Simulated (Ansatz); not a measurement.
## A computed series for PbSe: response to strain

The reference is PbSe in the rock salt structure (space group Fm-3m, No. 225; a = 6.1016 Å). Axes: x, y, z lie along the cube axes.

Strains are applied to the cell and any free atomic positions relax.

The values are results of PBEsol in Ansatz (plane waves to 420 eV, PAW, no spin-orbit coupling), not measurements.

Notes on the quantities. energy relative to the base: free energy F; pressure: mean of the normal stresses, compression positive.

```tsv
variant	energy relative to the base	band gap	pressure	volume per atom
base	0 meV/atom	0.17 eV	0.0 GPa	28.39 Å³
tensor shear ε_xy = +1.71 %	+1.8 meV/atom	zero	0.0 GPa	28.39 Å³
tensor shear ε_xy = +2.00 %	+2.5 meV/atom	zero	0.0 GPa	28.38 Å³
tensor shear ε_xy = +1.14 %	+0.8 meV/atom	0.06 eV	0.00 GPa	28.39 Å³
tensor shear ε_xy = +1.43 %	+1.3 meV/atom	zero	0.0 GPa	28.39 Å³
tensor shear ε_xy = +0.86 %	+0.5 meV/atom	0.09 eV	0.00 GPa	28.39 Å³
tensor shear ε_xy = +0.57 %	+0.2 meV/atom	0.11 eV	0.00 GPa	28.39 Å³
tensor shear ε_xy = +0.29 %	+0.1 meV/atom	0.14 eV	0.00 GPa	28.39 Å³
```

The mesh was chosen for an insulator and is coarse for the gapless case. With Pb present, leaving out spin-orbit coupling can change the band edges. Whether these cells are dynamically stable was not tested. The final runs are not spin-polarised. Gaps under 0.05 eV, about the width of the smearing, are given as zero. The zero or small gap of PbSe can change with the level of theory.

Ansatz is a program for electronic structure.
